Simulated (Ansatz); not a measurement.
The starting structures come from a database of crystals and need not be the phases stable at ambient conditions.

 Where the default PAW files enter, the runs use the earlier of Ansatz's two default sets.

Tunnelling through a barrier is set by its complex band structure: the current falls as exp(−2κd) with the smallest κ.

```
CdTe
1.0
    4.54061     0.00000     0.00000
   -2.27030     3.93228     0.00000
    0.00000     0.00000     7.60243
Cd Te
2 2
Direct
  0.33333   0.66667   0.00036
  0.66667   0.33333   0.50036
  0.33333   0.66667   0.37464
  0.66667   0.33333   0.87464
```

Space group of this cell: P6_3mc, wurtzite. The cell is strained (lengths across the current scaled by 0.98, ions clamped); by r2SCAN its mean pressure is 1.7 GPa.

Transport runs along the normal of the first two printed cell vectors, the (001) (indices of the unstrained crystal) plane of the conventional cell.

The gap is the functional's own, uncorrected, and κ follows it; spin-orbit coupling is left out. Mid-gap values are interpolated between the computed energies.

Task: Estimate the band gap and the smallest decay constant κ at mid-gap that r2SCAN (Ansatz, a quantum-chemistry and plane-wave program) returns for this system.

Result: Gap 1.30 eV on a 12×12×4 mesh; κ = 0.088 1/Å, at the zone centre.
